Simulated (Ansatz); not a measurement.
Defect: interstitial Li in alpha Ga2O3, charge state +1. Method: PBE, PAW (plane waves to 420 eV; Ansatz, a quantum-chemistry and plane-wave program).

120-site cell at the relaxed PBE lattice, the Γ point alone, smearing 0.01 eV, spin-restricted, no finite-size correction. Energies are static. The host's phase is taken as given; its stability against other phases was not computed. The charge state is imposed; whether it is stable for some Fermi level was not computed. Sites that were not tried may lie lower. The start lies 0.72 eV above the lowest site run (PBE).

Barriers: single points on a 2×2×2 k-point mesh shifted by half a step along c at the bands' geometries.

The step: a concerted move, in which Li travels most. Atoms about the jump, Cartesian Å from the middle of the jump, before and after:

| atom | x0 | y0 | z0 | x1 | y1 | z1 |
|---|---|---|---|---|---|---|
| Li1 | 0.00 | 0.00 | -0.90 | 0.00 | 0.00 | 0.90 |
| O2 | 1.58 | 0.01 | 0.13 | 1.58 | -0.01 | -0.13 |
| O3 | -0.78 | -1.37 | 0.13 | -0.80 | -1.36 | -0.13 |
| O4 | -0.80 | 1.36 | 0.13 | -0.78 | 1.37 | -0.13 |
| Ga5 | 0.00 | 0.00 | 1.47 | 0.00 | 0.00 | 3.20 |
| Ga6 | 0.00 | 0.00 | -3.20 | 0.00 | 0.00 | -1.47 |
| O7 | 0.79 | -1.54 | -2.32 | 0.77 | -1.60 | -2.32 |
| O8 | 0.94 | 1.46 | -2.32 | 1.00 | 1.46 | -2.32 |
| O9 | 1.00 | -1.46 | 2.32 | 0.94 | -1.46 | 2.32 |
| O10 | -1.73 | 0.08 | -2.32 | -1.77 | 0.13 | -2.32 |
| O11 | 0.77 | 1.60 | 2.32 | 0.79 | 1.54 | 2.32 |
| O12 | -1.77 | -0.14 | 2.32 | -1.73 | -0.08 | 2.32 |
| Ga13 | 2.54 | -1.46 | 0.84 | 2.49 | -1.40 | 0.78 |
| Ga14 | 2.49 | 1.40 | -0.78 | 2.54 | 1.45 | -0.84 |
| Ga15 | -0.03 | -2.85 | -0.78 | -0.01 | -2.93 | -0.84 |
| Ga16 | -2.53 | -1.47 | 0.84 | -2.45 | -1.46 | 0.78 |
| Ga17 | -0.01 | 2.93 | 0.84 | -0.03 | 2.85 | 0.78 |
| Ga18 | -2.45 | 1.46 | -0.78 | -2.53 | 1.47 | -0.84 |

Task: Predict the transition state.

Result: 
| atom | x | y | z |
|---|---|---|---|
| Li1 | 0.00 | 0.00 | 0.00 |
| O2 | 1.73 | 0.00 | 0.00 |
| O3 | -0.86 | -1.50 | 0.00 |
| O4 | -0.86 | 1.49 | 0.00 |
| Ga5 | 0.00 | 0.00 | 2.69 |
| Ga6 | 0.00 | 0.00 | -2.70 |
| O7 | 0.82 | -1.62 | -2.33 |
| O8 | 0.99 | 1.51 | -2.33 |
| O9 | 0.99 | -1.52 | 2.32 |
| O10 | -1.81 | 0.10 | -2.33 |
| O11 | 0.82 | 1.61 | 2.32 |
| O12 | -1.81 | -0.10 | 2.32 |
| Ga13 | 2.54 | -1.43 | 0.79 |
| Ga14 | 2.54 | 1.42 | -0.80 |
| Ga15 | -0.04 | -2.91 | -0.80 |
| Ga16 | -2.50 | -1.49 | 0.79 |
| Ga17 | -0.04 | 2.91 | 0.79 |
| Ga18 | -2.50 | 1.48 | -0.80 |
It lies 1.90 eV above the start and 1.90 eV above the end. The saddle point's order was not checked, and it lies on a symmetry element of the cell, where a band can be held.
